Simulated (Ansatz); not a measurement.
monolayer HfS2 under biaxial strain: band gap by PBE, rigid bands (plane waves, PAW, scalar-relativistic; Ansatz, a program for electronic structure). The unloaded cell, whose axes the loads refer to:

```
HfS2
1.0
    3.65218     0.00000     0.00000
   -1.82609     3.16288     0.00000
    0.00000     0.00000    18.93792
Hf S
1 2
Direct
  0.00000   0.00000   0.50000
  0.33333   0.66667   0.57638
  0.66667   0.33333   0.42362
```

```csv
biaxial strain (%),band gap (eV)
-3,?
-2,1.052
0,1.309
1,1.427
2,1.536
```

### Question
Fit a straight line to band gap against the load over the rows given, and predict the row at -3 %.

### Answer
The means are x̄ = 0.250 % and ȳ = 1.3310; Σ(x − x̄)(y − ȳ) = 1.064 and Σ(x − x̄)² = 8.750, so the slope is 122 meV per % of strain, and the rows given lie within 8.4 meV of the line. At -3 % the line gives 0.9358 eV; the calculation gives 0.9094 eV, 2.9 % from it.

Spin-orbit coupling is left out. The structure type is held at every load. Geometry: cell and atoms relaxed with PBE.

Model free-standing layer, not matched to a measured one here: monolayer HfS2. The missing spin-orbit coupling matters most for monolayer HfS2.
